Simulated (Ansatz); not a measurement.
An Ansatz (a first-principles code) run: Cu2O with a change (Cu → Ag); DFT with PBEsol, PAW potentials and a 420 eV plane-wave cutoff in Ansatz, spin-orbit coupling left out.

Input:

Ansatz 0.2 input:
```yaml
crystal:
  lattice:
    - [4.7065652521, 0, 0]
    - [0, 4.7065652521, 0]
    - [0, 0, 4.7065652521]
  atoms:
    - { symbol: Ag, position: [0.75, 0.75, 0.75] }
    - { symbol: Ag, position: [0.75, 0.25, 0.25] }
    - { symbol: Ag, position: [0.25, 0.75, 0.25] }
    - { symbol: Ag, position: [0.25, 0.25, 0.75] }
    - { symbol: O, position: [0, 0, 0] }
    - { symbol: O, position: [0.5, 0.5, 0.5] }
basis: { ecutwfc: 420, ecutrho_ratio: 4, xc_grid: 2, fft_grid_basis: typed }
kpoints: { mp_grid: { grid: [7, 7, 7] } }
hamiltonian:
  xc: pbesol
  dispersion: none
  pseudopotentials: { kind: paw }
scf: { occupations: { method: fermi_dirac, width: 0.05 }, convergence: { dr2_threshold: 0.0000000006 } }
output: { forces: true, stress: true }
checkpoint: { write: state.ck, write_every: 1000 }
```

Output (explanatory and most iteration lines left out):

```
Pseudopotential: Ag, paw, valence charge 19
Pseudopotential: O, paw, valence charge 6
Crystal: 6 atoms, lattice volume = 104.259 Å³
Basis set: ecut = 420 eV, 2007 PW (Γ), exchange–correlation on 64×64×64 points (8 copies of the dense FFT grid, shifted against one another)
Bands: 50, of which v1, the nominal top of the filled ones, is band 44 counted from 1 (43 counted from 0)
Symmetry: 48 space group operations
Space group: Pn-3m (ITA 224), of the structure as read, at distance tolerance 4.7e-5 Å
k-points: 20 of 343
Functional: x = pbesol(κ = 0.804, μ = 0.12345679012345678), c = pbesol(β = 0.046)
SCF iter   1: F=—  HF=-31205.878195 eV  |F-HF|=—  |Δ(HF+E_count)|=         —  Δρ=1.67e-2  dr2=2.98e-1  ethr=1.77e-3  ⟨swp⟩=6.1  Hψ=3163  notcnv=0  defer=3
SCF iter   2: F=—  HF=-31205.812132 eV  |F-HF|=—  |Δ(HF+E_count)|=   6.61e-2  Δρ=3.35e-3  dr2=9.93e-3  ethr=3.38e-4  ⟨swp⟩=2.1  Hψ=1830  notcnv=0  defer=30
SCF 1 converged in 9 iterations: F = -31205.809731 eV  dr2 = 1.40e-10
SCF converged after 9 iterations
Free energy (F): -31205.809731 eV
Internal energy: -31205.807887 eV  (E = F + TS)
E sigma→0 (E₀):  -31205.808809 eV
Entropy (-TS):   -0.001844 eV (-0.307 meV/atom)
Fermi energy:    11.034115 eV
--- Forces (eV/Å), atoms counted from 1 ---
  atom   1  Ag     0.00000000    -0.00000000     0.00000000
  atom   2  Ag     0.00000000     0.00000000     0.00000000
  atom   3  Ag     0.00000000    -0.00000000    -0.00000000
  atom   4  Ag     0.00000000    -0.00000000     0.00000000
  atom   5  O     -0.00000000     0.00000000    -0.00000000
  atom   6  O      0.00000000    -0.00000000     0.00000000
--- Stress (GPa, compression-positive) ---
        0.001392       0.000000       0.000000
       -0.000000       0.001392       0.000000
        0.000000       0.000000       0.001392
  P = ⅓ Tr σ = 0.0014 GPa (0.014 kbar)
```

Whether these cells are dynamically stable was not tested. No Hubbard U is applied, and correlation can decide whether such a compound is a metal. All final runs are without spin polarisation. The cell was made from Cu2O by this change: Cu → Ag.
